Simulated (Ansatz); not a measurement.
Consider Ti$_{3}$Al (space group P6_3/mmc, No. 194; a = 5.688 Å, c = 4.608 Å).

The values are results of PBEsol/PAW in Ansatz (a first-principles code), scalar-relativistic without spin-orbit coupling, not measurements.

One change was made to it. Results:

```tsv
quantity	base	after
c/a ratio	0.810	0.762
density	4.39 g/cm³	4.84 g/cm³
```

Task: Which change produced these results?
A) Al → Y
B) Al → Na
C) Al → P

Result: A, Al → Y. For comparison, the c/a ratio in the other runs: Al → P gives 0.815; Al → Na gives 0.774.

Whether these cells are dynamically stable was not tested. As relaxed here, YTi3, Ti3P and NaTi3 are hypothetical phases, not in the database extracts checked. All final runs are without spin polarisation. Ti3P and NaTi3 have a high density of states at the Fermi level and may be magnetic at this level.
